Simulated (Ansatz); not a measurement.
Calculation: PBE (plane waves to 420 eV, PAW; Ansatz, a first-principles code).

Electrostatic potential energy of an electron, averaged over planes parallel to the surface, in eV from the highest filled level, for the (111)B surface of zinc-blende InSb, Sb-terminated, 2x2 with 3 H on 4 top atoms (bottom of the slab: 3 H on 4 bottom sites):

| z (Å) | V (eV) |
|---|---|
| 3.76 | 5.07 |
| 4.04 | 5.07 |
| 4.33 | 5.07 |
| 4.62 | 5.07 |
| 4.91 | 5.07 |
| 5.20 | 5.07 |
| 5.49 | 5.07 |
| 5.78 | 5.07 |
| 6.07 | 5.06 |
| 6.36 | 5.06 |
| 6.64 | 5.05 |
| 6.93 | 5.02 |
| 7.22 | 4.96 |
| 7.51 | 4.82 |
| 7.80 | 4.50 |
| 8.09 | 3.74 |
| 8.38 | 3.61 |
| 8.67 | 3.62 |
| 8.96 | 2.65 |
| 9.24 | 0.60 |
| 9.53 | -1.69 |
| 9.82 | -3.66 |
| 10.11 | -5.70 |
| 10.40 | -7.01 |
| 10.69 | -6.62 |
| 10.98 | -5.42 |
| 11.27 | -3.98 |
| 11.56 | -1.94 |
| 11.84 | 0.50 |
| 12.13 | 2.41 |
| 12.42 | 3.01 |
| 12.71 | 2.61 |
| 13.00 | 1.06 |
| 13.29 | -1.63 |
| 13.58 | -4.08 |
| 13.87 | -6.00 |
| 14.16 | -7.33 |
| 14.44 | -6.93 |
| 14.73 | -5.17 |
| 15.02 | -3.60 |
| 15.31 | -2.01 |
| 15.60 | 0.12 |
| 15.89 | 2.18 |
| 16.18 | 3.03 |
| 16.47 | 2.83 |
| 16.76 | 1.61 |
| 17.04 | -0.93 |
| 17.33 | -3.54 |
| 17.62 | -5.54 |
| 17.91 | -7.13 |
| 18.20 | -7.20 |
| 18.49 | -5.65 |
| 18.78 | -3.95 |
| 19.07 | -2.46 |
| 19.36 | -0.47 |
| 19.64 | 1.73 |
| 19.93 | 2.86 |
| 20.22 | 2.85 |
| 20.51 | 1.86 |
| 20.80 | -0.52 |
| 21.09 | -3.41 |
| 21.38 | -5.92 |
| 21.67 | -7.41 |
| 21.96 | -7.27 |
| 22.24 | -5.76 |
| 22.53 | -3.88 |
| 22.82 | -2.24 |
| 23.11 | -0.24 |
| 23.40 | 1.47 |
| 23.69 | 2.24 |
| 23.98 | 2.64 |
| 24.27 | 3.61 |
| 24.56 | 4.17 |
| 24.84 | 4.39 |
| 25.13 | 4.49 |
| 25.42 | 4.53 |
| 25.71 | 4.55 |
| 26.00 | 4.56 |
| 26.29 | 4.57 |
| 26.58 | 4.57 |
| 26.87 | 4.57 |
| 27.16 | 4.57 |
| 27.44 | 4.57 |
| 27.73 | 4.57 |
| 28.02 | 4.57 |
| 28.31 | 4.57 |

Slab: 38 atoms, 16.0 Å thick at the start with caps and adatoms; k 3x3x1, smearing 0.025 eV, dipole-corrected; 8 atoms held, the rest relaxed; start symmetry kept, larger cells not searched; no spin, no spin-orbit, no U.

Q: The surface cell has an area of 76.31 Å². What dipole along the normal does the step between the two vacuum levels imply?

A: the top vacuum level lies 0.50 eV below the bottom one; p = −ε₀ A ΔV (ε₀ = 0.005526 e/(V·Å)) gives 0.21 e·Å a cell.
